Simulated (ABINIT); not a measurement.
ABINIT 10.0.3, DFT, PBE, plane waves, JTH v2.0 PBE PAW: CaF2 (from the phase in space group 225, mp-2741), 3 atoms. Basis and mesh were picked for this test and aren't claimed converged.

```yaml
cell: 3.90, 3.90, 3.90 Å; 60, 60, 60°
task: scf
ecut: 17.5 Ha
pawecutdg: 35 Ha
nband: 16
k mesh (ngkpt): 6×6×6
shiftk: 0×0×0
nstep: 100
tolvrs: 1e-09
occopt: 1
prtwf: 0
prtden: 0
paral_kgb: 1
ranks over k-points and spins (np_spkpt): 2
ranks over bands (npband): 1
ranks over FFT planes (npfft): 1
bands a rank in one block (bandpp): 16
wfoptalg: 114
nline: 4 (default)
kptopt: 1 (default)
k-points after symmetry: 16
bands: 16
symmetry_operations: 48
```

Settings of this run: diemac = 12, dielng = 1.07748, npulayit = 7, iprcel = 0, diemix = 0.2, iscf = 17; 2 ranks.

```tsv
iteration	deltaE (Ha)	residm	nres2
1	-8.613E+01	2.767E-04	1.519E+01
2	3.092E-02	1.736E-06	4.845E+00
3	1.422E-02	9.650E-07	1.080E+00
4	8.234E-05	6.364E-07	1.379E-01
5	-4.043E-04	1.214E-07	9.251E-02
6	-8.729E-05	5.171E-08	1.248E-03
7	-3.290E-05	1.898E-08	6.015E-03
8	-8.494E-06	3.103E-09	1.177E-04
9	-1.432E-06	1.270E-09	9.950E-05
10	-8.302E-07	1.211E-10	1.207E-05
11	-5.888E-07	7.869E-11	9.309E-06
12	-3.940E-07	1.707E-11	4.268E-06
13	-2.414E-07	8.920E-12	2.722E-06
14	-1.552E-07	2.327E-12	1.743E-06
15	-1.004E-07	1.515E-12	1.116E-06
16	-6.457E-08	1.346E-12	7.152E-07
17	-4.161E-08	4.307E-13	4.585E-07
18	-2.773E-08	2.551E-13	2.941E-07
19	-1.723E-08	8.584E-14	1.886E-07
20	-1.200E-08	5.922E-14	1.199E-07
21	-7.178E-09	6.235E-15	7.672E-08
22	-4.539E-09	7.479E-15	4.912E-08
23	-2.883E-09	5.234E-16	3.148E-08
24	-1.851E-09	1.159E-15	2.017E-08
25	-1.194E-09	3.914E-16	1.295E-08
26	-7.728E-10	1.187E-16	8.333E-09
27	-5.012E-10	8.213E-17	5.370E-09
28	-3.260E-10	3.906E-17	3.403E-09
29	-2.139E-10	5.987E-17	2.185E-09
30	-1.419E-10	2.013E-16	1.395E-09
31	-8.914E-11	3.519E-17	8.935E-10
```

It converged after 31 SCF iterations.

Task: Which change of one setting makes this cycle converge in far fewer steps?

Result: One answer among several that fit: diemix = 0.7 (default) (10 SCF iterations), all else kept. The other changes of this size gave: diemix = 0.4 (14). The first change moves the result by: energy under 0.001 meV/atom, pressure under 0.001 GPa. Counts are of single runs.
